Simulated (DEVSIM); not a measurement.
Model (solved in DEVSIM): 1D drift-diffusion, Boltzmann statistics, complete ionisation; no tunnelling, impact ionisation, image-force lowering or self-heating.

System: Si p+/n-/n+ power diode, at 400 K.

```tsv
layer (left to right)	material	thickness (μm)	Nd (cm⁻³)	Na (cm⁻³)	τn (s)	τp (s)
1	Si	4.90	-	3.3e18	0.00011	0.00011
2	Si	23.0	1.2e15	-	0.00011	0.00011
3	Si	6.60	1.1e18	-	0.00011	0.00011
```

Left contact: ohmic. Right contact: ohmic. Voltage is applied to the left contact. Recombination: SRH at mid-gap, radiative. Gap narrowing is on: ΔEg = 6.92 meV × (l + √(l² + 0.5)), l = ln(N/1.3e17 cm⁻³), shared equally by both band edges. Mobility is μmin + (μ − μmin)/(1 + (N/Nref)^α).

The device is made up for the run: typed textbook-type constants, with dimensions and the other settings drawn at random. Values at 300 K; Nc and Nv go as T^1.5, mobilities as T to minus their exponent, the gap by Varshni's rule with the affinity fixed. The table also holds parameters that only a changed run uses.

```csv
parameter,Si
gap (eV),1.124
affinity (eV),4.05
permittivity,11.7
Nc (cm⁻³),2.86e19
Nv (cm⁻³),3.1e19
μn (cm²/Vs),1417
μp (cm²/Vs),470
"μn,min",52
"μp,min",45
"Nref,n",9.7e16
"Nref,p",2.2e17
αn,0.68
αp,0.72
T exponent of μn,2.3
T exponent of μp,2.2
B (cm³/s),4.7e-15
Cn (cm⁶/s),2.8e-31
Cp (cm⁶/s),9.9e-32
Varshni α (eV/K),0.000473
Varshni β (K),636
```

One input was changed, with this effect: dark forward voltage at 1 A/cm² 0.556 → 0.505 V; dark forward voltage at 100 A/cm² 0.728 → 0.681 V.

**Question.** Which change was it?
A. minority lifetime in layer 2 0.00011 → 3.3e-06 s
B. Auger recombination switched on
C. minority lifetime in layer 3 0.00011 → 3.3e-06 s
D. constant mobility in place of the doping-dependent one
E. thickness of layer 1 4.9 → 24 μm

**Answer.** D, constant mobility in place of the doping-dependent one
